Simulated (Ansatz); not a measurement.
Response to strain in Ru

The reference is Ru in the hcp (Mg type) structure (space group P6_3/mmc, No. 194; relaxed with 0.1 eV smearing).

```xyz
2
Lattice="2.6756 0.0000 0.0000 -1.3378 2.3171 0.0000 0.0000 0.0000 4.2237" Properties=species:S:1:pos:R:3 pbc="T T T"
Ru     1.3378     0.7724     3.1678
Ru     0.0000     1.5447     1.0559
```

Cartesian axes are those of the cell as printed.

Strains are applied to the cell and any free atomic positions relax.

Method: Ansatz (a first-principles code), LDA, PAW, cutoff 420 eV, no spin-orbit coupling.

Notes on the quantities. energy relative to the base: free energy F; pressure: mean of the normal stresses, compression positive.

```json
[
 {"variant": "base", "energy relative to the base": "0 meV/atom", "volume per atom": "13.09 Å³", "pressure": "0.0 GPa"},
 {"variant": "uniaxial strain ε_xx = −3.00 %", "energy relative to the base": "+26 meV/atom", "volume per atom": "12.70 Å³", "pressure": "12.1 GPa"},
 {"variant": "uniaxial strain ε_xx = −2.50 %", "energy relative to the base": "+18 meV/atom", "volume per atom": "12.77 Å³", "pressure": "9.9 GPa"},
 {"variant": "uniaxial strain ε_xx = −1.50 %", "energy relative to the base": "+6.3 meV/atom", "volume per atom": "12.90 Å³", "pressure": "5.7 GPa"},
 {"variant": "uniaxial strain ε_xx = −1.00 %", "energy relative to the base": "+2.8 meV/atom", "volume per atom": "12.96 Å³", "pressure": "3.7 GPa"},
 {"variant": "uniaxial strain ε_xx = +0.50 %", "energy relative to the base": "+0.7 meV/atom", "volume per atom": "13.16 Å³", "pressure": "-1.8 GPa"},
 {"variant": "uniaxial strain ε_xx = +1.00 %", "energy relative to the base": "+2.6 meV/atom", "volume per atom": "13.22 Å³", "pressure": "-3.4 GPa"},
 {"variant": "uniaxial strain ε_xx = +1.50 %", "energy relative to the base": "+5.8 meV/atom", "volume per atom": "13.29 Å³", "pressure": "-5.1 GPa"},
 {"variant": "uniaxial strain ε_xx = +2.00 %", "energy relative to the base": "+10 meV/atom", "volume per atom": "13.35 Å³", "pressure": "-6.6 GPa"},
 {"variant": "uniaxial strain ε_xx = +3.00 %", "energy relative to the base": "?", "volume per atom": "13.49 Å³", "pressure": "?"}
]
```

Task: Complete the table.

Result: 
- uniaxial strain ε_xx = +3.00 %, energy relative to the base: +22 meV/atom
- uniaxial strain ε_xx = +3.00 %, pressure: -9.6 GPa

No phonon test of stability was made. The final runs are not spin-polarised.
